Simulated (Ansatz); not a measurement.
The starting structures come from a database of crystals and need not be the phases stable at ambient conditions.

 Where the default PAW files enter, the runs use the earlier of Ansatz's two default sets.

## Evanescent states of BiClO (P4/nmm, not sure to be the ambient phase, 6 atoms a cell, 18.7 Å³ an atom) along the normal of (111)

These are r2SCAN (plane waves, PAW; Ansatz, a program for electronic structure) values and carry that method's errors.

The gap is the functional's own. No spin-orbit coupling. Mid-gap values are interpolated on the energy grid.

Energies count from the valence-band top; κ is the least over a 6×4 mesh across the current.

| E (eV) | κ (1/Å) | where |
|---|---|---|
| 0.07 | 0.141 | off Γ |
| 0.23 | 0.195 | off Γ |
| 0.38 | 0.216 | off Γ |
| 0.53 | 0.230 | off Γ |
| 0.68 | 0.241 | off Γ |
| 0.82 | ? | off Γ |
| 0.97 | ? | off Γ |
| 1.12 | ? | off Γ |
| 1.27 | ? | off Γ |
| 1.43 | ? | off Γ |
| 1.57 | ? | off Γ |
| 1.73 | ? | off Γ |
| 1.88 | ? | off Γ |
| 2.02 | ? | off Γ |
| 2.17 | ? | off Γ |
| 2.33 | 0.237 | off Γ |
| 2.48 | 0.212 | off Γ |
| 2.62 | 0.185 | off Γ |
| 2.77 | 0.152 | off Γ |
| 2.92 | 0.106 | off Γ |

Question: Fill in the missing entries.

Answer: 
- 0.82, κ (1/Å): 0.251
- 0.97, κ (1/Å): 0.258
- 1.12, κ (1/Å): 0.264
- 1.27, κ (1/Å): 0.269
- 1.43, κ (1/Å): 0.272
- 1.57, κ (1/Å): 0.274
- 1.73, κ (1/Å): 0.274
- 1.88, κ (1/Å): 0.274
- 2.02, κ (1/Å): 0.272
- 2.17, κ (1/Å): 0.264
